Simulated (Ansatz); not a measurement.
**Volume per atom of Mo2Si (model structure, started from the Cu2Sb type, P4/nmm, No. 129, 6 atoms in the cell) at several levels of theory**

No measured value is used here.

```csv
level (code),value (Å³/atom)
PBE (Ansatz),15.11
PBEsol (Ansatz),14.70
PBE-D3(BJ) (Ansatz),?
```

Problem. Some entries are withheld; supply them.

Solution. 
- PBE-D3(BJ) (Ansatz, a quantum-chemistry and plane-wave program), value (Å³/atom): 14.65

Ansatz's density-functional and Hartree–Fock values are scalar-relativistic unless marked +SOC, with PAW data made under PBE.

A model structure was made by putting elements into a prototype or built by hand; it is no filed structure, need not be a known phase, and can be a saddle point held by its symmetry.
